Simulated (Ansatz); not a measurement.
C: response to strain

Take C in the graphite type structure (space group P6_3/mmc, No. 194; layered, stacked along the Cartesian z axis) as the base.

```xyz
4
Lattice="2.4583 0.0000 0.0000 -1.2291 2.1289 0.0000 0.0000 0.0000 6.5635" Properties=species:S:1:pos:R:3 pbc="T T T"
C      0.0000     0.0000     1.6409
C      0.0000     0.0000     4.9226
C      0.0000     1.4193     1.6409
C      1.2291     0.7096     4.9226
```

Cartesian axes are those of the cell as printed.

Strains are applied to the cell and any free atomic positions relax; under stress the whole cell relaxes.

All numbers come from PBEsol-D3(BJ) (Ansatz, a first-principles code; PAW; 420 eV plane waves; no SOC).

Notes on the quantities. energy relative to the base: free energy F.

```csv
case,energy relative to the base,volume per atom,space group
base,0 meV/atom,8.59 Å³,P6_3/mmc (No. 194)
isotropic strain +2.63 %,___,9.28 Å³,P6_3/mmc (No. 194)
uniaxial strain ε_yy = +2.13 %,___,8.77 Å³,Cmcm (No. 63)
"uniaxial stress, 2 GPa tension along z",___,___,P6_3/mmc (No. 194)
```

Task: What belongs in the blanks?

Result: 
- isotropic strain +2.63 %, energy relative to the base: +47 meV/atom
- uniaxial strain ε_yy = +2.13 %, energy relative to the base: +13 meV/atom
- uniaxial stress, 2 GPa tension along z, energy relative to the base: +9.2 meV/atom
- uniaxial stress, 2 GPa tension along z, volume per atom: 9.69 Å³

A case with no gap was solved on a k-mesh chosen for an insulator, which is coarse for it. Beyond what the load breaks, stability against distortions was not tested.
